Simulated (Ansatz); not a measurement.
A hypothetical phase is included: elements placed on a structure type, which no database files for this compound.

By PBEsol, the system below comes out a metal.

A figure of merit of an interconnect metal is its ballistic conductance per area.

Given:

```
CELL_PARAMETERS angstrom
      4.22736     0.00000     0.00000
      0.00000     5.97838     0.00000
      2.11368     2.98919     2.11368
ATOMIC_POSITIONS crystal
  Al 0.50000 0.75000 0.00000
  Al 0.00000 0.50000 0.00000
```

The cell was relaxed by PBE-D3(BJ).

The current flows along the normal of the first two printed cell vectors, the (110) plane of the conventional cell. No spin-orbit coupling; the value is a mean over 0.1 eV about the Fermi level.

Question: Predict the ballistic conductance per area from Ansatz (a first-principles code) with PBEsol.

Answer: 0.87 × 10¹⁵ S/m² for both spins.
